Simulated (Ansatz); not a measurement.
The parent structure is CuAu (space group P4/mmm, No. 123; a = 2.882 Å, c = 3.615 Å).

The values are results of Ansatz (a first-principles code), PBE, PAW, cutoff 420 eV, scalar-relativistic without spin-orbit coupling, not measurements.

One change was made to it. Results:

The c/a ratio falls by 0.035 (1.254 → 1.219); the lattice parameter a shrinks by 0.1095 Å (2.882 Å → 2.772 Å).

Problem. Name the change that was made.
A. pressure 30 GPa
B. pressure −2 GPa
C. pressure 4.5 GPa
D. pressure 0.9 GPa
E. pressure 15 GPa

Solution. A, pressure 30 GPa. For comparison, the lattice parameter a in the other runs: pressure 15 GPa gives 2.814 Å; pressure 0.9 GPa gives 2.875 Å; pressure 4.5 GPa gives 2.858 Å; pressure −2 GPa gives 2.893 Å.

Load acts through the strain it causes; cell and atoms are relaxed under it. Whether these cells are dynamically stable was not tested. Competing high-pressure phases were not computed. All final runs are without spin polarisation.
